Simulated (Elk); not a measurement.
Elk run on Nb (Im-3m, 1 atom in the cell): self-consistent single point.

Method: PBE, all-electron FP-LAPW, Elk's shipped species files, APW+lo basis with extra local orbitals (Elk).

The change in words: lattice scaled by 0.98. Reference geometry:
```
Nb
1.0
   -1.65825     1.65825     1.65825
    1.65825    -1.65825     1.65825
    1.65825     1.65825    -1.65825
Nb
1
Cartesian
  0.00000   0.00000   0.00000
```

Reference input (self-consistent single point, DFT, PBE, all-electron FP-LAPW, Elk's shipped species files, APW+lo basis with extra local orbitals): xctype = 20; rgkmax = 8; swidth = 0.00367493 Ha; ngridk = 8 8 8; gmaxvr = 16 1/bohr; nxlo = 2; lorbcnd = true; lmaxi = 2; maxscl = 100. This run's input differs from it in these lines:

```diff
@@ -28,5 +28,5 @@
 avec
-   -3.1336383462    3.1336383462    3.1336383462
-    3.1336383462   -3.1336383462    3.1336383462
-    3.1336383462    3.1336383462   -3.1336383462
+   -3.0709655792    3.0709655792    3.0709655792
+    3.0709655792   -3.0709655792    3.0709655792
+    3.0709655792    3.0709655792   -3.0709655792
```

Output, abridged:

```
│ Self-consistent loop started │
│ Loop number : 1 │
 total energy                :     -3821.03038467
│ Loop number : 2 │
 total energy                :     -3821.09470294
RMS change in Kohn-Sham potential (target) :   0.1203234680     (  0.1000000000E-05)
Absolute change in total energy (target)   :   0.6431826283E-01 (  0.1000000000E-03)
│ Loop number : 3 │
 total energy                :     -3821.12050723
RMS change in Kohn-Sham potential (target) :   0.1185342983     (  0.1000000000E-05)
Absolute change in total energy (target)   :   0.4188385974E-01 (  0.1000000000E-03)
│ Loop number : 4 │
   [... lines left out ...]
Absolute change in total energy (target)   :   0.8621394140E-03 (  0.1000000000E-03)
│ Loop number : 11 │
 total energy                :     -3820.54629498
RMS change in Kohn-Sham potential (target) :   0.4052175098E-05 (  0.1000000000E-05)
Absolute change in total energy (target)   :   0.1490679097E-04 (  0.1000000000E-03)
│ Loop number : 12 │
 total energy                :     -3820.54625730
RMS change in Kohn-Sham potential (target) :   0.6243326499E-06 (  0.1000000000E-05)
Absolute change in total energy (target)   :   0.3394993473E-04 (  0.1000000000E-03)
Convergence targets achieved

│ Loop number : 13 │

Energies :
 Fermi                       :     0.431753412108
 total energy                :     -3820.54624391

Density of states at Fermi energy :    34.86610325
 (states/Hartree/unit cell)

Estimated indirect band gap :   0.2117593846E-02
 from k-point      3 to k-point      2
Estimated direct band gap   :   0.5434924129E-01
 at k-point     18

Charges :
 core                        :    28.00000000
 valence                     :    13.00000000
 interstitial                :    1.535219323
 muffin-tins (core leakage)
  species :    1 (Nb)
   atom    1                 :    39.46478068     (  0.9460901396E-06)
 total in muffin-tins        :    39.46478068
 total calculated charge     :    41.00388320
 total charge                :    41.00000000
 error                       :   0.3883202867E-02

│ Self-consistent loop stopped │
```

The run converged in 13 iterations. The count includes the last loop, which Elk runs after its targets are met. Against the reference run the free energy rises by 38.4 meV/atom.

The starting cell has typed, rounded lattice constants, without a prior relaxation at this level. Its lattice was rescaled by up to half a per cent. For this run, on top of that: lattice scaled by 0.98. Spin polarisation is off. Values depend on the basis (sphere radii, cutoffs, local orbitals), which need not be converged. The log's line on a gap gives a spacing of levels on this mesh, which the program prints for metals too.
